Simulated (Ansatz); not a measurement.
Defect migration in rock-salt TiN: Al-vacancy pair (Al on one host Ti site, one Ti site vacant), neutral cell. These are PBE, PAW (plane waves to 420 eV; Ansatz, an electronic-structure program) values and carry that method's errors.

64-site cell at the relaxed PBE lattice, a 2×2×2 k-point mesh shifted by half a step, smearing 0.10 eV, spin-restricted, no finite-size correction. Static, classical nuclei. Forms of the defect that were not tried may lie lower.

Barriers: single points on a 4×4×4 k-point mesh shifted by half a step at the bands' geometries (they differ from the bands' own by up to 0.12 eV, and are uncertain by about as much).

Relaxed starting cell (atoms counted from 1):

```
CELL_PARAMETERS angstrom
      8.49380     0.00000     0.00000
      0.00000     8.49380     0.00000
      0.00000     0.00000     8.49380
ATOMIC_POSITIONS crystal
  Al 0.99953 0.00744 0.00834
  Ti 0.99952 0.00776 0.49618
  Ti 0.99952 0.49488 0.00839
  Ti 0.99949 0.49497 0.49635
  Ti 0.49944 0.00110 0.00196
  Ti 0.49944 0.99985 0.50025
  Ti 0.49944 0.49899 0.00074
  Ti 0.49948 0.49976 0.50095
  N  0.24180 0.99984 0.00092
  N  0.24828 0.00030 0.50049
  N  0.24828 0.49944 0.00131
  N  0.24950 0.49968 0.50073
  N  0.75716 0.99984 0.00091
  N  0.75069 0.00029 0.50049
  N  0.75068 0.49945 0.00131
  N  0.74946 0.49968 0.50073
  Ti 0.99943 0.25390 0.75168
  Ti 0.99939 0.75043 0.25471
  Ti 0.99949 0.74702 0.74826
  Ti 0.49951 0.24918 0.24990
  Ti 0.49953 0.24776 0.75138
  Ti 0.49954 0.75003 0.24901
  Ti 0.49945 0.75207 0.75281
  N  0.25336 0.25007 0.25117
  N  0.24919 0.25041 0.74980
  N  0.24922 0.74878 0.25143
  N  0.24909 0.74937 0.75042
  N  0.74565 0.25007 0.25117
  N  0.74978 0.25041 0.74980
  N  0.74975 0.74878 0.25142
  N  0.74987 0.74938 0.75042
  Ti 0.24417 0.00554 0.25198
  Ti 0.24897 0.00068 0.74979
  Ti 0.24193 0.49291 0.25037
  Ti 0.24712 0.49890 0.75166
  Ti 0.75478 0.00558 0.25196
  Ti 0.75001 0.00068 0.74981
  Ti 0.75700 0.49288 0.25038
  Ti 0.75184 0.49891 0.75164
  N  0.99950 0.99338 0.24500
  N  0.99949 0.00017 0.75888
  N  0.99950 0.50368 0.24943
  N  0.99948 0.49933 0.75265
  N  0.49948 0.00052 0.24959
  N  0.49948 0.00071 0.75204
  N  0.49948 0.49921 0.25100
  N  0.49948 0.49909 0.75068
  Ti 0.24460 0.25077 0.00693
  Ti 0.24236 0.24928 0.49348
  Ti 0.24917 0.74893 0.00181
  Ti 0.24727 0.75069 0.49987
  Ti 0.75435 0.25076 0.00688
  Ti 0.75660 0.24929 0.49352
  Ti 0.74981 0.74895 0.00182
  Ti 0.75171 0.75067 0.49986
  N  0.99950 0.24391 0.99435
  N  0.99950 0.24835 0.50487
  N  0.99948 0.75782 0.00127
  N  0.99948 0.75161 0.50038
  N  0.49947 0.24856 0.00153
  N  0.49948 0.24998 0.50029
  N  0.49948 0.75098 0.00171
  N  0.49948 0.74964 0.50011
```

End state 1 differs by these moves (Å; atoms that move under 0.08 Å are left out):

```
atom  element     Δx     Δy     Δz
----  -------  -----  -----  -----
1          Al   0.00   1.99   1.99
2          Ti   0.00  -0.10   0.03
3          Ti   0.00   0.03  -0.10
4          Ti   0.00   0.06   0.06
9           N   0.10   0.00   0.00
13          N  -0.10   0.00   0.00
17         Ti   0.00  -0.10   0.03
18         Ti   0.00   0.03  -0.10
19         Ti   0.00   0.06   0.06
24          N  -0.10   0.00   0.00
28          N   0.10   0.00   0.00
32         Ti   0.00  -0.06  -0.06
33         Ti  -0.06   0.00   0.07
34         Ti   0.06   0.07   0.00
36         Ti   0.00  -0.06  -0.06
37         Ti   0.06   0.00   0.07
38         Ti  -0.06   0.07   0.00
40          N   0.00   0.10   0.10
41          N   0.00   0.01  -0.10
42          N   0.00  -0.10   0.01
48         Ti   0.00  -0.06  -0.06
49         Ti   0.06   0.00   0.07
50         Ti  -0.06   0.07   0.00
52         Ti   0.00  -0.06  -0.06
53         Ti  -0.06   0.00   0.07
54         Ti   0.06   0.07   0.00
56          N   0.00   0.10   0.10
57          N   0.00   0.01  -0.10
58          N   0.00  -0.10   0.01
```

Give the forward and backward barriers to end state 1 at the level PBE, PAW.

forward 2.13 eV, backward 2.13 eV; at the saddle point atom 1 has neighbours 2 N at 1.76, 2 N at 2.07 Å. The saddle point's order was not checked, and it lies on a symmetry element of the cell, where a band can be held.
